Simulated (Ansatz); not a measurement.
The parent structure is SrTiO$_{3}$ in the cubic perovskite structure (space group Pm-3m, No. 221).

```cif
data_O3SrTi
_chemical_formula_sum 'Sr1 Ti1 O3'
_space_group_name_H-M_alt 'P 1'
_space_group_IT_number 1
_cell_length_a 3.89141
_cell_length_b 3.89141
_cell_length_c 3.89141
_cell_angle_alpha 90.000
_cell_angle_beta 90.000
_cell_angle_gamma 90.000
loop_
_space_group_symop_operation_xyz
  'x, y, z'
loop_
_atom_site_label
_atom_site_type_symbol
_atom_site_fract_x
_atom_site_fract_y
_atom_site_fract_z
_atom_site_occupancy
Sr1 Sr 0.00000 0.00000 0.00000 1
Ti1 Ti 0.50000 0.50000 0.50000 1
O1 O 0.00000 0.50000 0.50000 1
O2 O 0.50000 0.50000 0.00000 1
O3 O 0.50000 0.00000 0.50000 1
```

Level of theory: Ansatz (an electronic-structure program), PBEsol, PAW, cutoff 420 eV, without spin-orbit coupling, earlier PAW set.

For the base:

| Item | Value |
|---|---|
| Band gap | 1.86 eV |
| Width of the top valence band | 1.04 eV |
| Smallest direct gap | 2.19 eV |
| Gap character | indirect, R → Γ |

The change: the cell is scaled by 1.0582 in all directions, atoms relaxed at fixed cell.

Q: What happens to the energy relative to the base, band gap, width of the top valence band, smallest direct gap and gap character?

A: The energy rises by 172 meV/atom; the band gap drops by 0.32 eV, from 1.86 eV to 1.54 eV; the width of the top valence band shrinks by 0.135 eV to 0.91 eV; the smallest direct gap shrinks by 0.25 eV to 1.94 eV; the gap character is still indirect, R → Γ.

The cells carry an imposed strain or load. Whether these cells are dynamically stable was not tested. The final runs are not spin-polarised. Many cubic perovskites are stable only at high temperature; tilts and polar distortions were not tested.
